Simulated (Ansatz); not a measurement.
Worked example: zone-centre phonon calculation of Hf2CoP (P2_1/m, 8 atoms in the cell) in Ansatz (a program for electronic structure).

Method: LDA (PW92), default PAW files made with PBE (plane waves; Ansatz).

```yaml
crystal:
  lattice:
    - [5.12723, 0.00000, 0.00000]
    - [0.00000, 3.54677, 0.00000]
    - [-2.42338, 0.00000, 6.90814]
  atoms:
    - { symbol: Hf, position: [0.77240, 0.25000, 0.56352] }
    - { symbol: Hf, position: [0.22760, 0.75000, 0.43648] }
    - { symbol: Hf, position: [0.29612, 0.25000, 0.08172] }
    - { symbol: Hf, position: [0.70388, 0.75000, 0.91828] }
    - { symbol: Co, position: [0.35977, 0.25000, 0.71069] }
    - { symbol: Co, position: [0.64023, 0.75000, 0.28931] }
    - { symbol: P, position: [0.86171, 0.25000, 0.21106] }
    - { symbol: P, position: [0.13829, 0.75000, 0.78894] }
```

Reference input (self-consistent single point, DFT, LDA (PW92), plane waves, default PAW files made with PBE): basis.ecutwfc = 420 eV; kpoints.mp_grid.grid = 5 7 3; hamiltonian.xc = lda; hamiltonian.pseudopotentials = {kind: paw} (the program's default PAW files); scf.occupations.method = gaussian; scf.occupations.width = 0.1 eV. This run's input differs from it in these lines:

Ansatz 0.2 input:
```diff
@@ -15,3 +15,3 @@
 basis:
-  ecutwfc: 420.0
+  ecutwfc: 355.0
 kpoints:
@@ -27,6 +27,4 @@
     width: 0.1
-output:
-  forces: true
-  eigenvalues: true
-  stress: true
+phonons:
+  method: dfpt
```

Output, abridged:

```
SCF iter   1: F=—  HF=-73492.923702 eV  |F-HF|=—  |Δ(HF+E_count)|=         —  Δρ=1.79e-2  dr2=2.86e-1  ethr=1.77e-3  ⟨swp⟩=5.3  Hψ=9326  notcnv=0  defer=46
all-band conjugate gradients solve this SCF's bands
preconditioner: auto → Kerker (q_TF=auto, 2.804 Å⁻¹)
SCF iter   2: F=—  HF=-73492.894948 eV  |F-HF|=—  |Δ(HF+E_count)|=   2.88e-2  Δρ=5.92e-3  dr2=4.31e-2  ethr=1.93e-4  ⟨swp⟩=2.0  Hψ=3408  notcnv=0  defer=60
   [... lines left out ...]
SCF iter  10: F=—  HF=-73492.885189 eV  |F-HF|=—  |Δ(HF+E_count)|=   1.77e-8  Δρ=1.30e-6  dr2=2.29e-9  ethr=1.38e-11  ⟨swp⟩=2.1  Hψ=4823  notcnv=0  defer=60
SCF iter  11: F=—  HF=-73492.885189 eV  |F-HF|=—  |Δ(HF+E_count)|=   1.75e-9  Δρ=7.92e-7  dr2=5.52e-10  ethr=1.55e-12  ⟨swp⟩=2.0  Hψ=4818  notcnv=0  defer=60
SCF iter  12: F=—  HF=-73492.885189 eV  |F-HF|=—  |Δ(HF+E_count)|=  2.91e-11  Δρ=1.29e-7  dr2=1.96e-11  ethr=1.00e-12  ⟨swp⟩=1.0  Hψ=2578  notcnv=0  defer=60
SCF iter  13: F=-73492.885189 eV  HF=-73492.885189 eV  |F-HF|=1.46e-11  |Δ(HF+E_count)|=  1.46e-11  Δρ=4.93e-8  dr2=3.43e-12  ethr=1.00e-12  ⟨swp⟩=10.5  Hψ=14815  notcnv=0
SCF 1 converged in 13 iterations: F = -73492.885189 eV  dr2 = 3.43e-12
DFPT response loops at Γ: preconditioner auto → Kerker (q_TF=auto, 2.804 Å⁻¹) (partly filled bands, converged f_vac=0.000) …
Free energy (F): -73492.885189 eV
Internal energy: -73492.856651 eV  (E = F + TS)
E sigma→0 (E₀):  -73492.870920 eV
Entropy (-TS):   -0.028538 eV (-3.567 meV/atom)
Fermi energy:    19.605191 eV
--- Phonons (Γ-DFPT): 12 representative perturbations + reference, on 32 of 105 k-points (Σ response iterations 51) ---
  k mesh reduced under 2 symmetry operations, with k and −k counted as one. Each operation leaves every solved displacement unchanged or reverses it
  ASR residual: 3.865e-5 → 0.000e0 eV/Å²; symmetrization residual: 5.539e-6 eV/Å²
  ASR residual per site (eV/Å²): 1.29e-5 1.29e-5 3.87e-5 3.87e-5 1.39e-5 1.39e-5 2.12e-5 2.12e-5
  Γ frequencies (cm⁻¹): 0.00 0.00 0.00 97.16 99.73 104.45 118.12 118.18 121.95 129.16 138.70 151.90 179.20 183.35 183.52 188.48 196.79 196.80 295.71 301.54 311.90 316.70 340.37 344.15
  non-analytic LO–TO correction: not included (Born effective charges unavailable; polar crystals: no LO–TO splitting at Γ)
```

The run converged in 13 iterations. 

Summary of the result:
- Free energy E − TS (on the zero of these files) = -73492.8852 eV
- Fermi level (on the code's own zero) = 19.61 eV
- Zone-centre frequencies (cm⁻¹; negative means imaginary) = 0, 0, 0, 97, 100, 104, 118, 118, 122, 129, 139, 152, 179, 183, 184, 188, 197, 197, 296, 302, 312, 317, 340, 344

The starting cell comes from a database of computed structures (which also holds hypothetical and non-ambient phases and stackings), without a prior relaxation at this level. Its lattice was rescaled by up to half a per cent. Spin polarisation is off, so a magnetic state, if there is one, cannot be reached. The cutoff lies below the one recommended for these files.

Cost on one core of a shared machine: roughly 10 min.
